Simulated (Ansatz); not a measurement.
What biaxial strain +1.50 %, plane normal [001], relaxed out of plane does to HgS

Start from HgS in the zinc blende structure (space group F-43m, No. 216; a = 5.812 Å). Axes: x, y, z lie along the cube axes.

The change: tensile biaxial strain of 1.50 % in the plane normal to [001], as in epitaxy on a mismatched substrate; the out-of-plane cell vector and the atoms relax.

The values are results of LDA (Ansatz, an electronic-structure program, PAW, no spin-orbit coupling), not measurements. k-mesh 10×10×10 (Γ-centred); smearing 0.05 eV (Fermi–Dirac).

| quantity | base | changed | shift |
|---|---|---|---|
| volume per atom | 24.54 Å³ | 24.68 Å³ | +0.14 Å³ |
| space group | F-43m (No. 216) | I-4m2 (No. 119) | – |
| shortest interatomic distance | 2.517 Å | 2.522 Å | +0.005 Å |
| energy relative to the base (free energy F) | 0 meV/atom | +1.4 meV/atom | +1.4 meV/atom |
| pressure (mean of the normal stresses, compression positive) | 0.0 GPa | -0.4 GPa | -0.4 GPa |
| band gap | zero | zero | – |
| valley order (the lowest conduction-band minima on the path, energy above the VBM, named in the base's zone) | – | Γ 0.04 eV; L along [1-1-1] 1.37 eV | – |
| out-of-plane strain (rough) | – | -2.40 % | – |
| mean in-plane stress (compression positive) (rough) | – | -0.6 GPa | – |

Final structure (turned so that z lies along the plane normal):

```
CELL_PARAMETERS angstrom
      4.17131     0.00000     0.00000
      0.00000     4.17131     0.00000
      2.08566    -2.08566     2.83627
ATOMIC_POSITIONS crystal
  Hg 0.00000 0.00000 0.00000
  S  0.75000 0.75000 0.50000
```

Without a gap, meshes like the base's 10×10×10 leave anisotropic stresses uncertain by several tenths of a GPa, and small strain energies with them. Spin-orbit coupling, missing from the scalar runs, can matter with Hg. Whether these cells are dynamically stable was not tested. The final runs are not spin-polarised. Gaps under 0.05 eV, about the width of the smearing, are given as zero. The zero or small gap of HgS can change with the level of theory.
